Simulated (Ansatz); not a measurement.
Consider the following.

End structure of the (11-22) surface of hcp Hf in its 1x1 cell, outermost plane spacing 1.35 Å in the ideal cut:

```
CELL_PARAMETERS angstrom
      5.55097     0.00000     0.00000
      0.00000     5.99568     0.00000
      0.00000     0.00000    27.00000
ATOMIC_POSITIONS crystal
  Hf 0.32964 0.83310 0.30585
  Hf 0.17036 0.33310 0.30585
  Hf 0.84470 0.97679 0.34993
  Hf 0.65530 0.47679 0.34993
  Hf 0.33568 0.10125 0.39910
  Hf 0.16432 0.60125 0.39910
  Hf 0.82905 0.25341 0.44970
  Hf 0.67095 0.75341 0.44970
  Hf 0.33495 0.39287 0.50000
  Hf 0.16505 0.89287 0.50000
  Hf 0.82905 0.53233 0.55030
  Hf 0.67095 0.03233 0.55030
  Hf 0.33568 0.68449 0.60090
  Hf 0.16432 0.18449 0.60090
  Hf 0.84470 0.80894 0.65007
  Hf 0.65530 0.30894 0.65007
  Hf 0.32964 0.95264 0.69415
  Hf 0.17036 0.45264 0.69415
```

Set-up: 18 atoms, 10.8 Å thick at the start; mesh 7x7x1; 0.1 eV smearing; dipole correction on; all atoms relaxed; start symmetry kept, larger cells not searched; no spin, no spin-orbit, no U.

Problem. Estimate the surface energy (mean of both faces) that PBE run with Ansatz (a first-principles code) returns for this input.

Solution. 1.96 J/m²

Problem. What is the computed work function of the top face (PBE)?

Solution. 3.66 eV
